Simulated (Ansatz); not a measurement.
```
CELL_PARAMETERS angstrom
      0.00000     2.69319     2.74237
      2.69319     0.00000     2.74237
      2.69319     2.69319     0.00000
ATOMIC_POSITIONS crystal
  Ga 0.00000 0.00000 0.00000
  P  0.25000 0.25000 0.25000
```

Level of theory: r2SCAN with spin-orbit coupling, rigid bands (plane waves, PAW; Ansatz, a first-principles code). Condition of this run: biaxial stress in (001) of 1.4 GPa (compression positive) (the target of the relaxation). Geometry: cell and atoms relaxed with PBEsol, then loaded as said.

Task: Predict the hole conductivity mass (n e² τ/σ) at 300 K, by direction if it differs.

Result: 0.40 (x), 0.40 (y), 0.48 (z) mₑ.

Task: Predict the electron conductivity mass (n e² τ/σ) at 300 K, by direction if it differs.

Result: 0.41 (x), 0.41 (y), 0.25 (z) mₑ.

Task: And the band gap?

Result: 1.70 eV at this level; semilocal functionals usually fall short of the measured gap.

Rigid bands, one relaxation time for all states, no polarons. Geometry: cell and atoms relaxed with PBEsol.
